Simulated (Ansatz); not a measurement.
# A constructed model of the (100) surface of fcc Ag, a layer of Sc in place of the second plane (bottom of the slab: a bare face, its two planes held)

All values below come from PBE (plane waves to 420 eV, PAW; Ansatz, a first-principles code).

Model: 6-atom slab, 10.7 Å thick at the start, 13x13x1 mesh, Fermi-Dirac 0.1 eV, dipole correction, 2 atoms held, the rest relaxed; symmetry of the start imposed; no spin, no spin-orbit, no U. It is one candidate, not shown to be the stable structure of the face.

```
Property                                                Result
-----------------------------  -------------------------------
work function of the top face                          3.76 eV
energy released by relaxation                         0.022 eV
cost                           around 110 core-seconds (rough)
```
